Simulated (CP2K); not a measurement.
A self-consistent single point of ZnSb₂ (P-4n2, 6 atoms in the cell) with CP2K.

Method of the run: BLYP, GPW, DZVP-MOLOPT-SR-GTH basis, GTH-BLYP potentials (GTH_POTENTIALS) (CP2K 2026.2).

```
ZnSb2
1.0
    6.97681     0.00000     0.00000
    0.00000     6.97681     0.00000
    0.00000     0.00000     3.29395
Zn Sb
2 4
Cartesian
  3.48841   3.48841   1.64698
  0.00000   0.00000   0.00000
  5.95045   2.46205   0.82349
  2.46205   1.02636   2.47047
  1.02636   4.51476   0.82349
  4.51476   5.95045   2.47047
```

Reference input (self-consistent single point, DFT PBEsol, GPW, DZVP-MOLOPT-SR-GTH basis, GTH-PBE potentials (GTH_POTENTIALS)): CUTOFF = 600 Ry; REL_CUTOFF = 50 Ry; SMEAR/METHOD = GAUSSIAN; SIGMA = 0.05 eV; KPOINTS/SCHEME = MACDONALD 4 4 7 0 0 0.07142857143; XC_FUNCTIONAL = PBE:PBESOL; Zn/BASIS_SET = DZVP-MOLOPT-SR-GTH; Zn/POTENTIAL = GTH-PBE-q12; Sb/BASIS_SET = DZVP-MOLOPT-SR-GTH; Sb/POTENTIAL = GTH-PBE-q5; METHOD = GPW; EPS_DEFAULT = 1e-10. This run's input differs from it in these lines:

```diff
@@ -42,6 +42,3 @@
     &XC
-      &XC_FUNCTIONAL
-        &PBE
-          PARAMETRIZATION PBESOL
-        &END PBE
+      &XC_FUNCTIONAL BLYP
       &END XC_FUNCTIONAL
@@ -80,3 +77,3 @@
       BASIS_SET DZVP-MOLOPT-SR-GTH
-      POTENTIAL GTH-PBE-q12
+      POTENTIAL GTH-BLYP-q12
     &END KIND
@@ -84,3 +81,3 @@
       BASIS_SET DZVP-MOLOPT-SR-GTH
-      POTENTIAL GTH-PBE-q5
+      POTENTIAL GTH-BLYP-q5
     &END KIND
```

Log, with long lists cut:

```
 SCF WAVEFUNCTION OPTIMIZATION

  Step     Update method      Time    Convergence         Total energy    Change
     1 NoMix/Diag. 0.30E+00      -     1.19831025      -142.9063453987 -1.43E+02
     2 Broy./Diag. 0.30E+00      -     0.08979509      -143.0089576395 -1.03E-01
     3 Broy./Diag. 0.30E+00      -     0.05178332      -142.6908209587  3.18E-01
     4 Broy./Diag. 0.30E+00      -     0.01646982      -142.6073097886  8.35E-02
     5 Broy./Diag. 0.30E+00      -     0.00535673      -142.6284511180 -2.11E-02
     6 Broy./Diag. 0.30E+00      -     0.00174225      -142.6178116710  1.06E-02
   [... 2 lines left out ...]
     9 Broy./Diag. 0.30E+00      -     0.00002001      -142.6107022865 -5.64E-04
    10 Broy./Diag. 0.30E+00      -     0.00000197      -142.6107502418 -4.80E-05
    11 Broy./Diag. 0.30E+00      -     0.00000192      -142.6107585678 -8.33E-06
    12 Broy./Diag. 0.30E+00      -     0.00000009      -142.6107624736 -3.91E-06
  *** SCF run converged in    12 steps ***

  Overlap energy of the core charge distribution:               0.00000000166309
  Self energy of the core charge distribution:               -207.11326486768084
  Core Hamiltonian energy:                                     61.02061103718042
  Hartree energy:                                              26.80799990145334
  Exchange-correlation energy:                                -23.32587845893887
  Smearing free energy correction:                             -0.00023008733700
  Fermi energy:                                                 0.18243339469741

  Total energy:                                              -142.61076247356067
  Total energy (extrapolated to sigma->0):                   -142.61064742989217

   [... lines left out ...]

 STRESS| Analytical stress tensor [bar]
 STRESS|                        x                   y                   z
 STRESS|      x        1.63982242464E+04   4.72428771516E-02  -4.34847821396E-02
 STRESS|      y        4.72428771516E-02   1.63982178431E+04  -1.30478237472E-02
 STRESS|      z       -4.34847821396E-02  -1.30478237472E-02   3.22168885229E+04
 STRESS| 1/3 Trace                                             2.16711102042E+04
```

The run converged in 12 iterations. Against the reference run the pressure goes from -2.89 to 2.17 GPa and the largest force goes from 0.096 to 0.284 eV/Å.

The starting cell comes from a database of computed structures (which also holds hypothetical and non-ambient phases and stackings), without a prior relaxation at this level. Its lattice was rescaled by a random factor within 2.5 % of one. Values carry the incompleteness of an atom-centred basis. The run gives no clean gap (levels at the Fermi energy touch, overlap or are partly filled at this smearing), which alone does not show that the compound is a metal.

Cost on one core of a shared machine: roughly 30 s.
